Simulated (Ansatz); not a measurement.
Results of r²SCAN in Ansatz (plane waves, PAW) for LuF3 (P-3m1, No. 164, 4 atoms in the cell; start mp-1207204).

Run with plane-wave cutoff 560 eV, 12×12×8 k mesh (along the axes of the cell as run), Fermi–Dirac smearing 0.01 eV, scalar-relativistic PAW data made under PBE.

Cell (relaxed with PBEsol):

```xyz
4
Lattice="3.8616 0.0000 0.0000 -1.9308 3.3442 0.0000 0.0000 0.0000 4.2605" Properties=species:S:1:pos:R:3 pbc="T T T"
Lu     0.0000     0.0000     2.1303
F      0.0000     2.2295     2.5915
F      1.9308     1.1147     1.6690
F      0.0000     0.0000     0.0000
```

Q: Give the computed band gap and smallest direct gap on the k points sampled.

A: 
* **band gap**: 7.25 eV
* **smallest direct gap on the k points sampled**: 7.42 eV

Note: cell and atoms aren't relaxed at this level (largest force component 0.03 eV/Å, pressure 0.6 GPa).

Spin–orbit coupling is not included.

The computed numbers hold no vibrational or temperature effects.

Cost on a shared machine: about 40 core-seconds (a rough figure).

A start named mp-… is a Materials Project structure, which need not be a measured phase.

Ansatz is a first-principles code.
